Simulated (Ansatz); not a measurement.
Abridged Ansatz (a quantum-chemistry and plane-wave program) output:

```
Relaxation: its limit of steps is 50 (relax.max_steps)
Pseudopotential: Pt, paw, valence charge 18
Crystal: 1 atoms, lattice volume = 15.452 Å³
Basis set: ecut = 420 eV, 307 PW (Γ), exchange–correlation on 40×40×40 points (8 copies of the dense FFT grid, shifted against one another)
Bands: 13, of which v1, the nominal top of the filled ones, is band 9 counted from 1 (8 counted from 0)
Symmetry: 48 space group operations
k-points: 680 of 24389
Functional: x = slater, c = lda
SCF iter   1: F=—  HF=-12244.991173 eV  |F-HF|=—  |Δ(HF+E_count)|=         —  Δρ=6.85e-3  dr2=3.27e-3  ethr=1.77e-3  ⟨swp⟩=5.0  Hψ=49492  notcnv=0
SCF iter   2: F=—  HF=-12244.990165 eV  |F-HF|=—  |Δ(HF+E_count)|=   1.01e-3  Δρ=3.39e-3  dr2=6.35e-4  ethr=1.82e-5  ⟨swp⟩=1.4  Hψ=15125  notcnv=0
SCF 1 converged in 6 iterations: F = -12244.990027 eV  dr2 = 2.33e-11
relax step   1: F+E_penalty+E_count = -12244.99002740 eV  Δ(F+E_penalty+E_count) = +0.000e0 eV  max|allowed force component| = 0.000e0 eV/Å  Δτ_max = 0.0000 Å  (6 SCF iters, accepted)
SCF converged after 6 iterations
Free energy (F): -12244.990027 eV
Internal energy: -12244.933614 eV  (E = F + TS)
E sigma→0 (E₀):  -12244.961821 eV
Entropy (-TS):   -0.056413 eV (-56.413 meV/atom)
Fermi energy:    22.298867 eV
--- Forces (eV/Å), atoms counted from 1 ---
  atom   1  Pt    -0.00000000    -0.00000000     0.00000000
--- Stress (GPa, compression-positive) ---
      -12.096548       0.000000       0.000000
       -0.000000     -12.096548       0.000000
        0.000000       0.000000     -12.096548
  P = ⅓ Tr σ = -12.0965 GPa (-120.965 kbar)
--- Relaxed structure (1 steps of the walk, 1 accepted, 0 SCFs on fresh bases) ---
  atoms:
    - { symbol: Pt, position: [0.0, 0.0, 0.0] }
```

Q: What was computed, and what are the main results?

A: Pt, 1 atom in the cell, with LDA (Ansatz, PAW, no SOC). The last SCF converged to F = -12244.990027 eV, or -12244.9900 eV per atom, at a pressure of -12.10 GPa. The total energy compares only with runs of the same code, potentials and settings.

The cells carry an imposed strain or load. Stability against distortions was not tested. All final runs are without spin polarisation. The cell was made from Pt in the fcc (Cu type) structure (space group Fm-3m, No. 225) by this change: isotropic strain +1.50 %. Pt lies near a magnetic instability that expansion can trigger; it was not tested.

Keys are those of Ansatz 0.2.
